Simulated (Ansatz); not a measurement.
## Effect of 6 layers on CoSi2

The reference is CoSi2 (space group Fm-3m, No. 225; a = 5.3147 Å; non-magnetic). Axes: x, y, z lie along the cube axes.

Modification: a free-standing slab of 6 layers (18 atoms, 3 a layer) is cut normal to [111], with 15 Å of vacuum and the in-plane cell held at bulk.

Level of theory: Ansatz (a quantum-chemistry and plane-wave program), r2SCAN, PAW, cutoff 500 eV, no spin-orbit coupling, earlier PAW set. Settings: 14×14×1 k-points, 0.05 eV Fermi–Dirac smearing, for the changed cell.

| quantity | base | changed | shift |
|---|---|---|---|
| layer's space group (with vacuum) | – | P-3m1 (No. 164) | – |
| shortest interatomic distance | 2.301 Å | 2.267 Å | -0.034 Å |
| band gap | zero | zero | – |
| excess energy per area of both faces (slab less bulk energy over the cell's area: twice a surface energy) (uncertain by up to 0.2 J/m²) | – | 3.4 J/m² | – |
| change of the spacing d12 from its bulk value of 0.767 Å | – | -14.2 % | – |
| change of the spacing d23 from its bulk value of 0.767 Å | – | +1.0 % | – |

Final structure:

```yaml
crystal:
  lattice:
    - [3.75806, 0.00000, 0.00000]
    - [1.87903, 3.25457, 0.00000]
    - [0.00000, 0.00000, 31.87642]
  atoms:
    - { symbol: Si, position: [0.66667, 0.16667, 0.23858] }
    - { symbol: Co, position: [0.33333, 0.83333, 0.25924] }
    - { symbol: Si, position: [0.00000, 0.50000, 0.28355] }
    - { symbol: Si, position: [0.33333, 0.83333, 0.33097] }
    - { symbol: Co, position: [0.00000, 0.50000, 0.35575] }
    - { symbol: Si, position: [0.66667, 0.16667, 0.37965] }
    - { symbol: Si, position: [0.00000, 0.50000, 0.42780] }
    - { symbol: Co, position: [0.66667, 0.16667, 0.45203] }
    - { symbol: Si, position: [0.33333, 0.83333, 0.47581] }
    - { symbol: Si, position: [0.66667, 0.16667, 0.52419] }
    - { symbol: Co, position: [0.33333, 0.83333, 0.54797] }
    - { symbol: Si, position: [0.00000, 0.50000, 0.57220] }
    - { symbol: Si, position: [0.33333, 0.83333, 0.62035] }
    - { symbol: Co, position: [0.00000, 0.50000, 0.64425] }
    - { symbol: Si, position: [0.66667, 0.16667, 0.66903] }
    - { symbol: Si, position: [0.00000, 0.50000, 0.71645] }
    - { symbol: Co, position: [0.66667, 0.16667, 0.74076] }
    - { symbol: Si, position: [0.33333, 0.83333, 0.76142] }
```

The excess energy carries the mismatch between the slab's and the bulk's meshes. No phonon test of stability was made. Seeded moments were not kept for the base. All final runs are without spin polarisation. An odd electron count without spin: CoSi2.
